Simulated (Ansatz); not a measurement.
Base system: MgB$_{2}$ (space group P6/mmm, No. 191; a = 3.069 Å, c = 3.512 Å; relaxed with 0.1 eV smearing).

Structures relaxed with r2SCAN (Ansatz, an electronic-structure program), no spin-orbit coupling.

Base:

Simulated powder pattern, Cu Kα1, λ = 1.54056 Å (kinematic, ideal powder, no thermal factors, no anomalous dispersion; the 8 strongest lines at most, above 2 %, up to 2θ = 90°):

```tsv
2θ (°)	I/Imax (%)	hkl
25.34	3.5	(001)
33.70	27	(100)
42.63	100	(101)
52.04	13	(002)
60.27	24	(110)
63.44	9.4	(102)
76.60	15	(201)
83.62	18	(112)
```

One thing is altered: the cell is scaled by 0.9463 in all directions, atoms relaxed at fixed cell.

After the change:

Simulated powder pattern, Cu Kα1, λ = 1.54056 Å (kinematic, ideal powder, no thermal factors, no anomalous dispersion; the 8 strongest lines at most, above 2 %, up to 2θ = 90°):

| 2θ (°) | d (Å) | I/Imax (%) | hkl |
|---|---|---|---|
| 26.80 | 3.323 | 4.0 | (001) |
| 35.67 | 2.515 | 29 | (100) |
| 45.18 | 2.005 | 100 | (101) |
| 55.24 | 1.662 | 13 | (002) |
| 64.08 | 1.452 | 23 | (110) |
| 67.51 | 1.386 | 9.1 | (102) |
| 81.83 | 1.176 | 15 | (201) |
| 89.58 | 1.093 | 18 | (112) |

The indices refer to the base's conventional cell; one index is shown for lines that coincide.

The cells carry an imposed strain or load. Stability against distortions was not tested. All final runs are without spin polarisation.
